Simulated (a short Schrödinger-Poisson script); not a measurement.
Structure: gated Al0.3Ga0.7As/GaAs δ-doped gas, at 20 K.

```tsv
layer	material	thickness (nm)	Na (cm⁻³)
1	Al0.3Ga0.7As	15	-
2	Al0.3Ga0.7As	2	-
3	GaAs	6000	2e14
```

The device is made up for the run: typed textbook-type constants, with dimensions and the other settings drawn at random. Al0.3Ga0.7As: permittivity 12.05, conduction-band edge (eV) 0.237, gap (eV) 1.798, electron mass (mₑ) 0.0919, Nv at 300 K (cm⁻³) 9e18. GaAs: permittivity 12.9, conduction-band edge (eV) 0, gap (eV) 1.424, Nv at 300 K (cm⁻³) 9e18.

Channel valleys (confinement mass, in-plane density-of-states mass, number): Γ 0.067, 0.067, 1. At the gate the conduction-band edge of layer 1 lies 0.99 eV − eVg above the Fermi level of the channel; the field vanishes at the back. Sheet of ionised δ-doping: +2.5e12 e/cm² at 15 nm from the gate. The barrier under the gate holds no holes. Gaps are held at their typed values at every temperature. Mesh 0.08 nm at interfaces.

From a short Schrödinger-Poisson script (our own, NumPy): 1D Poisson equation in equilibrium, electrons quantum, Hartree (BenDaniel-Duke, 40 states a valley, the channel's in-plane mass for all, wave functions free to enter the barrier), parabolic valleys, classical holes, full ionisation, no traps, pinning or gate leakage.

**Question.** List the lowest subbands of each valley and their electrons at Vg = 0.5 V.

**Answer.** 
```
valley  subband  energy from the Fermi level (meV)  electrons (cm⁻²)  share (%)
------  -------  ---------------------------------  ----------------  ---------
Γ             0                              -26.9           7.54e11       95.4
Γ             1                               -0.2           3.67e10        4.6
Γ             2                               12.9            2.77e7        0.0
```

All electrons: 7.90e11 cm⁻².
